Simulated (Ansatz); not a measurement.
## Au on the 1x1 (10-10) surface of wurtzite GaN (cut with top plane Ga + N), one in a 2x1 cell, started at the site 'hollow Ga-Ga-N-N'

Host crystal: wurtzite GaN, with a band gap (PBE, scalar-relativistic without spin-orbit coupling).

Computed with PBE (plane waves to 420 eV, PAW; Ansatz, a program for electronic structure).

Set-up: 33 atoms, 9.3 Å thick at the start under the adsorbate (thin: gaps and levels are the slab's own); mesh 3x4x1; 0.01 eV smearing; dipole correction on; 16 atoms held, the rest relaxed; no symmetry held; spin-polarised, ending with about 1.0 μB a cell; orders that need a larger cell were not tried, no spin-orbit, no U, no dispersion correction. At the end it is bonded to 2 Ga. In PBE this state lies 0.47 eV over the lowest of the starts that converged ('hollow Ga').

| Item | Result |
|---|---|
| adsorption energy against an atom of fcc Au | 1.61 eV |
| change of the step from the bottom to the top vacuum level, against the clean slab | -0.19 eV |
| energy released by relaxation | 0.43 eV |
| height of the binding atom over the mean of the host atoms within 0.3 Å of the top one | 2.097 Å |
| magnetic moment of the cell | 1.00 μB |
| nearest host atoms of the binding atom | Ga at 2.58 Å, Ga at 2.62 Å, N at 3.06 Å |
| largest move of a host atom | 0.24 Å |
| note | in the relaxation the adsorbate left its starting site by 1.2 Å |
| cost | about 30 core-minutes (a rough figure) |

A negative adsorption energy means that the adsorbate is more stable on the surface than in its reference.
